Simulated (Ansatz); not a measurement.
## CdSe: uniaxial strain ε_zz = +0.50 %

Take CdSe in the zinc blende structure (space group F-43m, No. 216; a = 6.1332 Å) as the base. Axes: x, y, z lie along the cube axes.

One thing is altered: the cell is stretched by 0.50 % along z with no lateral relaxation, atoms relaxed at fixed cell.

Computed with r2SCAN, PAW, 500 eV (Ansatz, a first-principles code; no spin-orbit coupling). Γ-centred 9×9×9 mesh, Fermi–Dirac width 0.05 eV.

The volume per atom rises by 0.14 Å³ (28.84 Å³ → 28.98 Å³) and the shortest interatomic distance grows by 0.004 Å to 2.660 Å. The energy is nearly the same and the pressure (mean of the normal stresses, compression positive) shrinks by 0.26 GPa (0.01 GPa → -0.25 GPa). The band gap falls by 0.02 eV to 1.02 eV and the gap character stays direct at Γ. The electron mass goes from 0.093 mₑ (at Γ) to 0.092 mₑ (at Γ) and the valence-band top at Γ (three highest levels, from the VBM) changes from 0.00, 0.00, 0.00 eV to 0.00, 0.00, -0.02 eV. The stress (xx, yy, zz, yz, xz, xy; compression positive) comes out as (-0.22, -0.22, -0.30, 0.00, 0.00, 0.00) GPa.

Final structure:

```
CdSe
1.0
    0.00000     3.06658     3.08192
    3.06658     0.00000     3.08192
    3.06658     3.06658     0.00000
Cd Se
1 1
Direct
  0.00000   0.00000   0.00000
  0.25000   0.25000   0.25000
```

Masses are band curvatures over ±0.01 Å⁻¹ around the edge. Stability against distortions was not tested. k-point labels follow each cell's own Brillouin zone.
